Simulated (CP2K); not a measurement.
**Converging shifted k-point meshes: TlGeCl₃ (Cm, 5 atoms in the cell)**

```
CELL_PARAMETERS angstrom
      5.30146     0.00000     0.00000
      0.07754     5.30090     0.00000
     -0.07151    -0.07047     5.29437
ATOMIC_POSITIONS crystal
  Tl 0.98922 0.98922 0.00042
  Ge 0.48050 0.48050 0.53254
  Cl 0.02002 0.49696 0.52311
  Cl 0.49696 0.02002 0.52311
  Cl 0.50313 0.50313 0.99439
```

Computed with CP2K with LDA (Pade form), GPW, DZVP-MOLOPT-SR-GTH basis, GTH-PADE potentials (GTH_POTENTIALS).

Base settings: CUTOFF = 500 Ry; REL_CUTOFF = 40 Ry; KPOINTS/SCHEME = MACDONALD 2 2 2 0.25 0.25 0.25; XC_FUNCTIONAL = PADE; Tl/BASIS_SET = DZVP-MOLOPT-SR-GTH; Tl/POTENTIAL = GTH-PADE-q13; Ge/BASIS_SET = DZVP-MOLOPT-SR-GTH; Ge/POTENTIAL = GTH-PADE-q4; Cl/BASIS_SET = DZVP-MOLOPT-SR-GTH; Cl/POTENTIAL = GTH-PADE-q7.

Shifted meshes do not hold Γ, so a gap read on them misses any band edge there.

Only quantities that move along the ladder and can be compared are tabulated.

The starting cell comes from a database of computed structures (which also holds hypothetical and non-ambient phases and stackings), without a prior relaxation at this level. Its lattice was rescaled by up to half a per cent. One atom was moved a little off its site on purpose. Spin-orbit coupling is off. Values carry the incompleteness of an atom-centred basis.

Steps (KPOINTS/SCHEME): MACDONALD 1 1 1 0.5 0.5 0.5; MONKHORST-PACK 2 2 2; MACDONALD 3 3 3 0.1666666667 0.1666666667 0.1666666667; MACDONALD 3 3 4 0.1666666667 0.1666666667 0; MONKHORST-PACK 4 4 4; MACDONALD 5 5 5 0.1 0.1 0.1; MONKHORST-PACK 6 6 6; MACDONALD 7 7 7 0.07142857143 0.07142857143 0.07142857143; MONKHORST-PACK 8 8 8; MACDONALD 9 9 9 0.05555555556 0.05555555556 0.05555555556; MONKHORST-PACK 10 10 10; MACDONALD 11 11 11 0.04545454545 0.04545454545 0.04545454545; MONKHORST-PACK 12 12 12.

Q: What is the coarsest KPOINTS/SCHEME that holds the forces within 0.02 eV/Å of the last step, with all finer ones?

A: MACDONALD 5 5 5 0.1 0.1 0.1; the step before is off by 0.045 eV/Å.

Q: What is the coarsest KPOINTS/SCHEME that holds the pressure within 0.5 GPa of the last step, with all finer ones?

A: MACDONALD 3 3 3 0.1666666667 0.1666666667 0.1666666667; the step before is off by 0.91 GPa.

Q: What is the coarsest KPOINTS/SCHEME that holds the free energy within 0.5 meV/atom of the last step, with all finer ones?

A: MACDONALD 7 7 7 0.07142857143 0.07142857143 0.07142857143; the step before is off by 0.64 meV/atom.

| KPOINTS/SCHEME | free energy less the last step's (meV/atom) | pressure (GPa) | largest difference of a force vector from the last step's (eV/Å) | gap on the mesh (eV) |
|---|---|---|---|---|
| MACDONALD 1 1 1 0.5 0.5 0.5 | 1097.58 | 3.87 | 3.697 | 0.932 |
| MONKHORST-PACK 2 2 2 | -98.90 | -3.82 | 0.397 | 3.937 |
| MACDONALD 3 3 3 0.1666666667 0.1666666667 0.1666666667 | 25.51 | -2.49 | 0.150 | 1.186 |
| MACDONALD 3 3 4 0.1666666667 0.1666666667 0 | 14.04 | -2.70 | 0.149 | 1.639 |
| MONKHORST-PACK 4 4 4 | -6.13 | -3.03 | 0.045 | 2.745 |
| MACDONALD 5 5 5 0.1 0.1 0.1 | 2.00 | -2.86 | 0.018 | 1.201 |
| MONKHORST-PACK 6 6 6 | -0.64 | -2.93 | 0.007 | 2.050 |
| MACDONALD 7 7 7 0.07142857143 0.07142857143 0.07142857143 | 0.24 | -2.90 | 0.003 | 1.203 |
| MONKHORST-PACK 8 8 8 | -0.09 | -2.91 | 0.001 | 1.720 |
| MACDONALD 9 9 9 0.05555555556 0.05555555556 0.05555555556 | 0.04 | -2.91 | 0.001 | 1.204 |
| MONKHORST-PACK 10 10 10 | -0.01 | -2.91 | 0.000 | 1.549 |
| MACDONALD 11 11 11 0.04545454545 0.04545454545 0.04545454545 | 0.01 | -2.91 | 0.000 | 1.204 |
| MONKHORST-PACK 12 12 12 | 0.00 | -2.91 | 0.000 | 1.450 |

The gap on the mesh jumps up and down from mesh to mesh; it is no smooth measure of convergence.
